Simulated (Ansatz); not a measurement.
Levels about the gap of amorphous IGZO (In₁₂Ga₆Zn₆O₃₃) (57 atoms in a cell of 831 Å³, 5.43 g/cm³; zone centre alone, so wide bands show as single levels with stretches between that a denser mesh fills), at the geometry that PBE relaxed, where it gives -0.6 GPa on a denser mesh. The participation number counts the atoms over which a state spreads; weights are charges in smoothed Voronoi cells. The levels come from a single point, so bond lengths are those of that geometry. Method of the levels: PBE, scalar-relativistic without spin-orbit coupling (Ansatz, a quantum-chemistry and plane-wave program). Sampling: the zone centre alone; Fermi-Dirac width 0.02 eV; no spin polarisation. At PBE the levels at the filled edge of the gap are localised (band-tail or defect states), and the nearest spread-out levels lie 1.1 eV apart at the zone centre.

It comes from a melt-quench run on a machine-learned potential (CHGNet), relaxed afterwards by DFT. O atoms were pushed apart under 1.9 Å during the dynamics, to hinder bonds among them. The hot cell started wider than the set density and was brought back towards it in steps. It is the lowest in DFT energy of 2 quenches. It is a model cell: composition and starting density were chosen by hand, and all elements were melted together. No dispersion term was used. A short ab initio anneal came between quench and relaxation. Its density started from a set value of 5.43 and ended at 5.43 g/cm³. The quench (nominally 340 K/ps over its main leg) was far faster than any real one, so the model tends to hold more defects than a real film. One small periodic cell is one sample of the glass; other quenches scatter about these values. The volume was held where the preparation left it and the shape relaxed, at a PBE pressure of -0.6 GPa (tension). Stress components on the final sampling reach 0.7 GPa.

```csv
"E - E(highest filled), eV",filling,participation number,largest on,weight O,weight In,weight Zn,weight Ga
-0.45,filled,14.7,"O, 3 neighbours",0.89,0.03,0.06,0.02
-0.42,filled,19.6,"O, 3 neighbours",0.87,0.04,0.09,0.01
-0.35,filled,21.2,"O, 4 neighbours",0.88,0.04,0.07,0.01
-0.32,filled,10.8,"O, 2 neighbours",0.90,0.04,0.04,0.02
-0.20,filled,4.1,"O, 2 neighbours",0.93,0.02,0.03,0.02
-0.04,filled,5.5,"O, 3 neighbours",0.89,0.03,0.06,0.01
0.00,filled,8.3,"O, 3 neighbours",0.86,0.02,0.10,0.01
0.80,empty,51.6,"In, 5 neighbours",0.53,0.28,0.11,0.08
3.34,empty,29.3,"In, 5 neighbours",0.58,0.33,0.04,0.04
3.44,empty,30.1,"In, 5 neighbours",0.58,0.31,0.06,0.05
3.67,empty,23.6,"In, 5 neighbours",0.57,0.34,0.07,0.02
3.77,empty,30.6,"In, 5 neighbours",0.58,0.30,0.06,0.06
3.94,empty,42.1,"Zn, 3 neighbours",0.59,0.20,0.14,0.07
4.25,empty,28.8,"In, 5 neighbours",0.57,0.24,0.08,0.11
```

Most localised among these is the filled level at -0.20 eV, on a O atom, which has 2 neighbours (Ga 1.84 Å, In 2.05 Å).
